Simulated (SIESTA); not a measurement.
## A self-consistent single point of MoP₂O₇ (P2_1, 20 atoms in the cell) with SIESTA

Computed with GGA PBEsol, numerical atomic orbitals DZP, PseudoDojo PBEsol standard norm-conserving potentials (rewritten from UPF to PSML) in SIESTA.

This input was run:

```
# files in the folder: Mo.psml P.psml O.psml (PseudoDojo PBEsol standard)
SystemName  MoP2O7
SystemLabel siesta

NumberOfAtoms                20
NumberOfSpecies              3
%block ChemicalSpeciesLabel
  1 42 Mo
  2 15 P
  3 8 O
%endblock ChemicalSpeciesLabel
LatticeConstant              1.0 Ang
%block LatticeVectors
     4.878833000    0.000000000    0.000000000
     0.000000000    8.245131000    0.000000000
    -1.997242000    0.000000000    6.670941000
%endblock LatticeVectors
AtomicCoordinatesFormat      Ang
%block AtomicCoordinatesAndAtomicSpecies
     3.269667468    0.429736228    1.811360610  1
    -0.388076468    4.552301728    4.859580390  1
     2.007851034    2.997270021    3.314323617  2
     0.873739966    7.119835521    3.356617383  2
     0.933173605    2.377483524    0.734937570  2
     1.948417395    6.500049024    5.936003430  2
     1.902087101    1.209972974    0.595848450  3
     0.979503899    5.332538474    6.075092550  3
     4.468603386    1.903470943    1.220115109  3
    -1.587012386    6.026036443    5.450825891  3
    -1.181926845    3.216425603    6.190499829  3
     4.063517845    7.338991103    0.480441171  3
    -0.210144920    8.130441228    3.089379487  3
     3.091735920    4.007875728    3.581561513  3
     0.384383476    5.706867422    3.370826487  3
     2.497207524    1.584301922    3.300114513  3
     0.840203197    3.133644488    4.269402240  3
     2.041387803    7.256209988    2.401538760  3
     1.503797705    3.347770540    1.857723650  3
     1.377793295    7.470336040    4.813217350  3
%endblock AtomicCoordinatesAndAtomicSpecies

XC.functional                GGA
XC.authors                   PBEsol
PAO.BasisSize                DZP
PAO.EnergyShift              0.01 Ry
MeshCutoff                   300 Ry
%block kgrid.MonkhorstPack
    4   0   0  0.0
    0   2   0  0.0
    0   0   3  0.0
%endblock kgrid.MonkhorstPack
OccupationFunction           FD
ElectronicTemperature        10.0 meV
Spin                         polarized
%block DM.InitSpin
  1 +2.00
  2 +2.00
  3 +0.00
  4 +0.00
  5 +0.00
  6 +0.00
  7 +0.00
  8 +0.00
  9 +0.00
  10 +0.00
  11 +0.00
  12 +0.00
  13 +0.00
  14 +0.00
  15 +0.00
  16 +0.00
  17 +0.00
  18 +0.00
  19 +0.00
  20 +0.00
%endblock DM.InitSpin

MaxSCFIterations             150
SCF.Mixer.Method             Pulay
SCF.Mixer.Weight             0.1
SCF.Mixer.History            8
SCF.DM.Tolerance             1.0E-04
Diag.ParallelOverK           true
WriteForces                  true
Charge.Mulliken              end
```

The program printed (abridged):

```
reinit: Reading from file input.fdf

reinit: System Name: MoP2O7
reinit: System Label: siesta

NOTE on units for spin output:
{S} is the spin magnetic moment, in units of the Bohr magneton,
assuming a g-factor for the electron spin of exactly 2.
The spin magnetic moment is then numerically equal to the charge inbalance,
in units of electrons, between the spin-up and -down channels.

coor:   Atomic-coordinates input format  =     Cartesian coordinates
coor:                                          (in Angstroms)

siesta: Atomic coordinates (Bohr) and species
siesta:      6.17878   0.81208   3.42298  1        1
siesta:     -0.73336   8.60260   9.18328  1        2
siesta:      3.79429   5.66402   6.26316  2        3
siesta:      1.65113  13.45454   6.34309  2        4
siesta:      1.76344   4.49279   1.38883  2        5
siesta:      3.68198  12.28331  11.21742  2        6
siesta:      3.59442   2.28652   1.12599  3        7
siesta:      1.85099  10.07704  11.48026  3        8
siesta:      8.44444   3.59704   2.30568  3        9
siesta:     -2.99902  11.38756  10.30057  3       10
siesta:     -2.23352   6.07816  11.69835  3       11
siesta:      7.67894  13.86868   0.90790  3       12
siesta:     -0.39712  15.36431   5.83808  3       13
siesta:      5.84253   7.57379   6.76817  3       14
siesta:      0.72638  10.78442   6.36994  3       15
siesta:      4.71904   2.99390   6.23631  3       16
siesta:      1.58775   5.92173   8.06800  3       17
siesta:      3.85766  13.71225   4.53825  3       18
siesta:      2.84177   6.32637   3.51059  3       19
siesta:      2.60365  14.11689   9.09566  3       20

siesta: System type = bulk

initatomlists: Number of atoms, orbitals, and projectors:     20   272   290

siesta: ******************** Simulation parameters ****************************
redata: Spin configuration                          = collinear
redata: Time-Reversal Symmetry                      = T
   [... lines left out ...]
diag: Used triangular part                          = Lower
diag: Absolute tolerance                            =  0.100E-15
diag: Orthogonalization factor                      =  0.100E-05
diag: Memory factor                                 =  1.0000

superc: Internal auxiliary supercell:     5 x     3 x     3  =      45
superc: Number of atoms, orbitals, and projectors:    900  12240  13050

                        Single-point calculation

superc: Internal auxiliary supercell:     5 x     3 x     3  =      45
superc: Number of atoms, orbitals, and projectors:    900  12240  13050

outcell: Unit cell vectors (Ang):
        4.878833    0.000000    0.000000
        0.000000    8.245131    0.000000
       -1.997242    0.000000    6.670941

outcell: Cell vector modules (Ang)   :    4.878833    8.245131    6.963507
outcell: Cell angles (23,13,12) (deg):     90.0000    106.6674     90.0000
outcell: Cell volume (Ang**3)        :    268.3494
new_DM -- step:     1
Initializing Density Matrix...

Attempting to read DM from file... Failed...
DM filled with atomic data (user-defined):

InitMesh: MESH = 50 x 90 x 72 = 324000
InitMesh: Mesh cutoff (required, used) =   300.000   316.295 Ry

stepf: Fermi-Dirac step function
        iscf     Eharris(eV)        E_KS(eV)     FreeEng(eV)     dDmax    Ef(eV) dHmax(eV)
   scf:    1   -10721.110906   -10822.576276   -10822.579465  0.811540 -0.989717 19.347410
     spin moment: {S} , |S| = {        0.0        0.0    4.00000 }     4.00000
   scf:    2   -10850.503871   -10837.242900   -10837.245404  0.110853 -1.997967 14.515055
     spin moment: {S} , |S| = {        0.0        0.0    4.00000 }     4.00000
   scf:    3   -10853.764086   -10854.793949   -10854.795511  0.255486 -4.628204  2.596652
     spin moment: {S} , |S| = {        0.0        0.0    4.00000 }     4.00000
   scf:    4   -10855.658472   -10855.648172   -10855.649748  0.029190 -4.274152  1.243258
     spin moment: {S} , |S| = {        0.0        0.0    4.00000 }     4.00000
   scf:    5   -10854.355457   -10855.275831   -10855.277418  0.032221 -4.225238  3.131932
     spin moment: {S} , |S| = {        0.0        0.0    4.00000 }     4.00000
   scf:    6   -10856.216354   -10855.815555   -10855.817175  0.015638 -4.427945  1.615372
   [... lines left out ...]
   scf:    9   -10855.988484   -10855.990981   -10855.992405  0.003444 -4.695228  0.131870
     spin moment: {S} , |S| = {        0.0        0.0    4.00000 }     4.00000
   scf:   10   -10855.992694   -10855.992244   -10855.993534  0.001427 -4.685622  0.016556
     spin moment: {S} , |S| = {        0.0        0.0    4.00000 }     4.00000
   scf:   11   -10855.992297   -10855.992276   -10855.993558  0.000279 -4.688309  0.003922
     spin moment: {S} , |S| = {        0.0        0.0    4.00000 }     4.00000
   scf:   12   -10855.992330   -10855.992304   -10855.993565  0.000144 -4.687955  0.007746
     spin moment: {S} , |S| = {        0.0        0.0    4.00000 }     4.00000
   scf:   13   -10855.992354   -10855.992330   -10855.993572  0.000131 -4.688894  0.004711
     spin moment: {S} , |S| = {        0.0        0.0    4.00000 }     4.00000
   scf:   14   -10855.992331   -10855.992330   -10855.993573  0.000018 -4.689288  0.000887
     spin moment: {S} , |S| = {        0.0        0.0    4.00000 }     4.00000
SCF Convergence by DM+H criterion
max |DM_out - DM_in|         :     0.0000178953
max |H_out - H_in|      (eV) :     0.0008872412
SCF cycle converged after 14 iterations

Using DM_out to compute the final energy and forces

siesta: E_KS(eV) =           -10855.9923

siesta: E_KS - E_eggbox =    -10855.9923

siesta: Atomic forces (eV/Ang):
     1   -0.028901    0.179672   -0.046384
     2    0.028910    0.179706    0.046422
     3   -0.175404    0.245565   -0.159043
   [... 17 lines left out ...]
   Tot    0.000000    0.019835   -0.000000
   Max    1.933290
   Res    0.775818    sqrt( Sum f_i^2 / 3N )
   Max    1.933290    constrained

Stress tensor Voigt[x,y,z,yz,xz,xy] (kbar):      -78.99      -81.44      -64.76       -0.00        0.10       -0.00
(Free)E + p*V (eV/cell)   -10843.4218
Target enthalpy (eV/cell)   -10855.9936

siesta: Program's energy decomposition (eV):
siesta: Ebs     =     -2414.816298
siesta: Eions   =     17439.931539
siesta: Ena     =      3527.245307
siesta: Ekin    =      5815.056217
siesta: Enl     =      -469.943292
siesta: Eso     =         0.000000
siesta: Edftu   =         0.000000
siesta: DEna    =        73.470364
siesta: DUscf   =        10.455133
siesta: DUext   =         0.000000
siesta: Ex      =     -2188.566380
siesta: Ec      =      -183.778142
siesta: Exc     =     -2372.344522
siesta: Eharris =    -10855.992331
siesta: Etot    =    -10855.992330
siesta: FreeEng =    -10855.993573

siesta: Atomic forces (eV/Ang):
siesta:      1   -0.028901    0.179672   -0.046384
siesta:      2    0.028910    0.179706    0.046422
siesta:      3   -0.175404    0.245565   -0.159043
siesta:      4    0.175404    0.245584    0.159076
siesta:      5    0.299479   -0.282807    0.511852
siesta:      6   -0.299482   -0.282803   -0.511811
siesta:      7    0.773763   -1.085425   -0.337293
siesta:      8   -0.773700   -1.085403    0.337473
siesta:      9   -1.356180   -0.336487    0.409282
siesta:     10    1.356158   -0.336294   -0.409234
siesta:     11   -0.151823    1.173582   -1.622904
siesta:     12    0.151729    1.173726    1.622987
siesta:     13   -0.928684    1.030236    0.002407
   [... lines left out ...]
siesta: Cell volume =        268.349390 Ang**3
siesta:          75.05956080         70.83710995  kBar
   [... lines left out ...]
               3Pdxy   3Pdyz   3Pdz2   3Pdxz   3Pdx2-y2
   3  2.445   0.339   0.162   0.264   0.261   0.251   0.131   0.120   0.132
              0.168   0.151   0.149   0.148   0.170
   4  2.445   0.339   0.162   0.264   0.261   0.251   0.131   0.120   0.132
              0.168   0.151   0.149   0.148   0.170
   5  2.467   0.345   0.158   0.274   0.264   0.278   0.117   0.126   0.115
              0.162   0.156   0.151   0.160   0.161
   6  2.467   0.345   0.158   0.274   0.264   0.278   0.117   0.126   0.115
              0.162   0.156   0.151   0.160   0.161

Species: O
Atom  Qatom  Qorb
               2s      2s      2py     2pz     2px     2py     2pz     2px
               3Pdxy   3Pdyz   3Pdz2   3Pdxz   3Pdx2-y2
   7  3.078   0.745   0.076   0.589   0.781   0.612   0.129   0.013   0.118
              0.004   0.003   0.003   0.002   0.003
   8  3.078   0.745   0.076   0.589   0.781   0.612   0.129   0.013   0.118
   [... 25 lines left out ...]

mulliken: Qtot =       64.000

Mulliken Atomic Populations:
Atom #   charge [q] valence [e]      Sz [e]  Species
     1     0.781983   13.218017    1.813890  Mo
     2     0.781902   13.218098    1.813954  Mo
     3     0.081422    4.918578    0.028591  P
     4     0.081423    4.918577    0.028590  P
     5     0.033238    4.966762    0.033235  P
   [... 15 lines left out ...]
 Total    -0.000000                4.000000
```

The run converged in 14 iterations.

The starting cell comes from a database of computed structures (which also holds hypothetical and non-ambient phases and stackings), without a prior relaxation at this level. Its lattice was rescaled by a random factor within 2.5 % of one. The magnetic order is the one reached from the typed start; others were not searched systematically. Values carry the incompleteness of an atom-centred basis. With a pressure of about 8 GPa the cell is away from its equilibrium volume at this level. Forces in this geometry exceed 1 eV/Å.

Cost on one core of a shared machine: roughly 2 min.
